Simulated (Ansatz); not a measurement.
AgF (model structure, Pm-3m, No. 221, 2 atoms in the cell) was calculated with r²SCAN (PAW; Ansatz, an electronic-structure program).

Run with plane-wave cutoff 560 eV, 18×18×18 k mesh, Fermi–Dirac smearing 0.05 eV, no spin polarisation, scalar-relativistic PAW data made under PBE.

Cell (relaxed at this level):

```xyz
2
Lattice="2.9757 0.0000 0.0000 0.0000 2.9757 0.0000 0.0000 0.0000 2.9757" Properties=species:S:1:pos:R:3 pbc="T T T"
Ag     0.0000     0.0000     0.0000
F      1.4878     1.4878     1.4878
```

Task: Predict the band gap and bulk modulus.

Result: 
- band gap: 0.04 eV (under three smearing widths, so not firm)
- bulk modulus: 94.0 GPa

Note: the bulk modulus is −V dP/dV from two relaxed cells at ±2 % in volume; the relaxation could raise the start's symmetry but not lower it, so the cell can be a saddle point.

Spin–orbit coupling is not included; it can close the smallest gap of 0.04 eV.

The result took about 26 core-seconds (a rough figure).

A model structure was made by putting elements into a prototype or built by hand; it is no filed structure, need not be a known phase, and can be a saddle point held by its symmetry.
